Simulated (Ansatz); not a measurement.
Consider this model of amorphous Zr20O43La2.

```xyz
65
Lattice="9.5018 -0.0427 -0.1141 -0.0427 9.4873 0.0500 -0.1141 0.0500 9.4725" Properties=species:S:1:pos:R:3 pbc="T T T"
Zr     5.0317     3.5814     5.6257
Zr     0.3137     8.8519     5.6330
Zr     8.5647     5.6630     5.7539
Zr     3.8446     3.3879    -0.0143
Zr     8.9207     4.8925     9.0663
Zr     3.7366     5.6757     2.3501
Zr     0.5937     1.2898     8.3401
Zr     5.6886     5.8487     8.0699
Zr     2.0570     8.9943     1.2932
Zr     0.3819     6.4079     2.7224
Zr     1.5911     3.3888     6.2126
Zr     6.9535     0.8806     5.5384
Zr     2.8643     6.6558     5.5900
Zr     6.6912     2.1970     8.5989
Zr     1.1844     3.2243     2.9706
Zr     6.2285     7.2343     4.1745
Zr     5.7221     8.6949     1.2138
Zr     8.7110     0.4405     2.3473
Zr     8.1779     8.2094     8.7334
Zr     3.8906     9.3948     7.3265
O      2.4590     8.8026     5.6458
O      2.0185     5.4619     3.5519
O      5.5992     6.8371     2.1625
O      8.7403     2.7082     8.8850
O      6.7691     2.6790     6.5438
O      0.2161     0.0123     0.5131
O      4.3532     5.3290     0.2748
O      2.5414     2.8025     4.4403
O      7.8975     6.2932     7.7302
O      4.0720     7.1954     7.2277
O      5.8200     2.1213     4.2475
O      5.0120     4.5829     3.6531
O      7.3894     0.3105     0.6830
O      2.4671     0.1664     8.7984
O      3.9637     9.4107     1.8615
O      2.0100     2.8812     8.3584
O      7.8236     0.5753     7.5235
O      5.4034     9.0296     5.5489
O      0.2131     4.6038     1.6640
O      0.3222     4.7749     7.3020
O      1.5711     1.2081     2.4605
O      0.4572     8.4126     3.1227
O      6.2190     5.4597     5.9506
O      0.2852     8.5376     7.6106
O      0.7665     6.7743     5.3841
O      7.9548     5.9011     3.6160
O      8.6732     2.3963     2.4804
O      2.8857     3.7428     1.7483
O      8.6493     0.6815     4.4833
O      6.7709     8.9241     3.0601
O      5.0413     3.8053     7.8448
O      0.8792     1.4380     6.3786
O      2.2635     7.0351     1.5462
O      5.5153     2.5681     0.8241
O      4.1059     7.0951     4.1354
O      9.0331     6.8080     0.6534
O      6.1713     7.5869     9.0768
O      7.8957     7.7537     5.4486
O      3.2157     4.7139     6.1534
O      5.2530     0.6036     8.5537
O      6.9923     4.5608     9.4065
O      0.1371     3.9927     4.8378
O      3.9975     1.7290     6.3181
La     3.7241     0.8252     4.0368
La     6.8547     3.8924     2.3744
```

Method: PBE, scalar-relativistic without spin-orbit coupling (plane waves to 420 eV, PAW; Ansatz, a first-principles code).

A CHGNet melt-quench gave the starting glass, which DFT then relaxed. O atoms were pushed apart under 1.9 Å during the dynamics, to hinder bonds among them. The hot cell started wider than the set density and was brought back towards it in steps. It is the lowest in DFT energy of 2 quenches. It is a model cell: composition and starting density were chosen by hand, and all elements were melted together. No dispersion term was used. Its density started from a set value of 5.43 and ended at 5.43 g/cm³. The simulated quench (nominally 300 K/ps over its main leg) is rapid and tends to freeze in more defects than a deposited or slowly cooled glass has. A cell of this size samples the disorder only roughly. The volume was held where the preparation left it and the shape relaxed, at a PBE pressure of -1.8 GPa (tension). Stress components on the final sampling reach 1.9 GPa.

Bonds are counted up to Zr-Zr 3.41 Å, Zr-O 2.66 Å, Zr-La 3.69 Å, O-O 1.58 Å, O-La 3.00 Å, La-La 3.96 Å. Two cations that share two anions don't count as bonded, nor two that share one unless they lie closer than Zr-Zr 3.32 Å, Zr-La 3.58 Å, La-La 3.85 Å.

### Question
Give the coordination numbers, mean bond lengths and angles.

### Answer

- Mean coordination of Zr by anions: 6.50 (2 with 5, 7 with 6, 10 with 7, 1 with 8); 2 close contacts or bonds to cations besides
- Mean coordination of O: 3.33 (29 with 3, 14 with 4)
- Mean coordination of La by anions: 6.50 (1 with 6, 1 with 7)
- Mean Zr-O bond: 2.179 Å (spread 0.132 Å, 130 counted)
- Mean O-La bond: 2.503 Å (spread 0.130 Å, 13 counted)
- Mean Zr-Zr close contact: 3.297 Å (spread 0.000 Å, 1 counted)
- Bond angle at Zr: mean 101.7°, spread 29.4°
- Bond angle at O: mean 112.9°, spread 16.2°
- Bond angle at La: mean 101.5°, spread 30.1°

### Question
List the pairs of like atoms that count as bonded by the rules above.

### Answer
Zr2-Zr12 (3.30 Å).
